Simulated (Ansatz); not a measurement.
Take BaF2 (space group P6_3/mmc, No. 194; a = 4.358 Å, c = 5.996 Å; a cell from a computed database, its experimental status unchecked) as the base.

It is then changed as follows: electron doping at 3.0×10^21 cm⁻³ (0.296 per cell), with a uniform compensating background at fixed cell and a 300 K Fermi–Dirac width.

Method: Ansatz (an electronic-structure program) PBEsol, no spin-orbit coupling.

Base, band edges from the VBM (valence, conduction): K -0.19, 5.98; H -0.63, 7.71; M -0.15, 7.10; L -0.59, 7.56; A -0.54, 8.29; Γ 0.00, 6.28 eV.

Q: Give the band edges at the high-symmetry points of the new zone, measured from its valence-band maximum.

A: 
```json
[
 {"point": "Γ", "valence edge (eV)": "0.00", "conduction edge (eV)": "6.30"},
 {"point": "M", "valence edge (eV)": "-0.16", "conduction edge (eV)": "7.14"},
 {"point": "K", "valence edge (eV)": "-0.19", "conduction edge (eV)": "6.02"},
 {"point": "A", "valence edge (eV)": "-0.52", "conduction edge (eV)": "8.34"},
 {"point": "L", "valence edge (eV)": "-0.57", "conduction edge (eV)": "7.60"},
 {"point": "H", "valence edge (eV)": "-0.60", "conduction edge (eV)": "7.76"}
]
```

The gap is 6.02 eV, indirect, Γ → K.

Carriers are added with a uniform compensating background; total energy and stress of such cells depend on the potential's zero and are not compared; many-body gap narrowing is missing at this level. Whether these cells are dynamically stable was not tested.
